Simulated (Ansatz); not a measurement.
IrGa₃ (model structure, started from the Cu3Au type, Pm-3m, No. 221, 4 atoms in the cell), treated with LDA (plane waves, PAW; Ansatz, an electronic-structure program).

Numerical settings: plane-wave cutoff 520 eV, 16×16×16 k mesh, Fermi–Dirac smearing 0.05 eV, no spin polarisation, scalar-relativistic PAW data made under PBE.

Cell (relaxed at this level):

```cif
data_Ga3Ir
_chemical_formula_sum 'Ga3 Ir1'
_space_group_name_H-M_alt 'Pm-3m'
_space_group_IT_number 221
_space_group_name_Hall '-P 4 2 3'
_cell_length_a 3.85793
_cell_length_b 3.85793
_cell_length_c 3.85793
_cell_angle_alpha 90.000
_cell_angle_beta 90.000
_cell_angle_gamma 90.000
loop_
_atom_site_label
_atom_site_type_symbol
_atom_site_symmetry_multiplicity
_atom_site_Wyckoff_symbol
_atom_site_fract_x
_atom_site_fract_y
_atom_site_fract_z
_atom_site_occupancy
Ga1 Ga 3 c 0.00000 0.50000 0.50000 1
Ir1 Ir 1 a 0.00000 0.00000 0.00000 1
```

Q: Estimate the bulk modulus that the calculation returns.

A: 
* **bulk modulus**: 149 GPa

Note: the run has no spin polarisation, so it can have missed a magnetic state; the bulk modulus is −V dP/dV from two relaxed cells at ±2 % in volume; the relaxation could raise the start's symmetry but not lower it, so the cell can be a saddle point.

Spin–orbit coupling is not included.

The computed numbers hold no vibrational or temperature effects.

A model structure was made by putting elements into a prototype or built by hand; it is no filed structure, need not be a known phase, and can be a saddle point held by its symmetry.
